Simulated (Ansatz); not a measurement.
Results of r²SCAN-D4 in Ansatz (plane waves, PAW) for CsCl-type MgO (model structure) (like a known high-pressure phase).

Numerical settings: plane-wave cutoff 500 eV, 16×16×16 k mesh, Fermi–Dirac smearing 0.05 eV, scalar-relativistic PAW data made under PBE.

Cell (relaxed at this level):

```cif
data_MgO
_chemical_formula_sum 'Mg1 O1'
_space_group_name_H-M_alt 'P 1'
_space_group_IT_number 1
_cell_length_a 2.61715
_cell_length_b 2.61715
_cell_length_c 2.61715
_cell_angle_alpha 90.000
_cell_angle_beta 90.000
_cell_angle_gamma 90.000
loop_
_space_group_symop_operation_xyz
  'x, y, z'
loop_
_atom_site_label
_atom_site_type_symbol
_atom_site_fract_x
_atom_site_fract_y
_atom_site_fract_z
_atom_site_occupancy
Mg1 Mg 0.00000 0.00000 0.00000 1
O1 O 0.50000 0.50000 0.50000 1
```

### Question
Give the computed band gap.

### Answer

- band gap: 3.56 eV (on the SCF k mesh)

Computed values are for the static lattice.

The result took about 20 core-seconds (a rough figure).

A model structure was made by putting elements into a prototype or built by hand; it is no filed structure, need not be a known phase, and can be a saddle point held by its symmetry.

Ansatz is a program for electronic structure.
